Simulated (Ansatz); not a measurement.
The starting structures come from a database of crystals and need not be the phases stable at ambient conditions.

```yaml
crystal:
  lattice:
    - [5.63945, 0.00000, 0.00000]
    - [0.00000, 8.03971, 0.00000]
    - [2.81973, 4.01985, 2.81973]
  atoms:
    - { symbol: Sr, position: [0.50000, 0.75000, 0.00000] }
    - { symbol: Sr, position: [0.50000, 0.25000, 0.00000] }
    - { symbol: Mg, position: [0.00000, 0.50000, 0.00000] }
    - { symbol: Mo, position: [0.00000, 0.00000, 0.00000] }
    - { symbol: O, position: [0.00000, 0.24182, 0.00000] }
    - { symbol: O, position: [0.00000, 0.75818, 0.00000] }
    - { symbol: O, position: [0.48266, 0.27383, 0.45234] }
    - { symbol: O, position: [0.51734, 0.72617, 0.54766] }
    - { symbol: O, position: [0.06500, 0.79117, 0.41766] }
    - { symbol: O, position: [0.93500, 0.20883, 0.58234] }
```

Space group of this cell: I4/m. The cell is taken as given; by r2SCAN its mean pressure is -6.6 GPa.

Transport runs along the normal of the first two printed cell vectors, the (100) plane of the conventional cell.

The gap is the functional's own. No spin-orbit coupling. Mid-gap values are interpolated on the energy grid.

Question: Give the band gap and the smallest decay constant κ at mid-gap that r2SCAN in Ansatz (a quantum-chemistry and plane-wave program) yields.

Answer: Gap 2.38 eV on a 10×10×10 mesh; κ = 0.309 1/Å, at the zone centre.
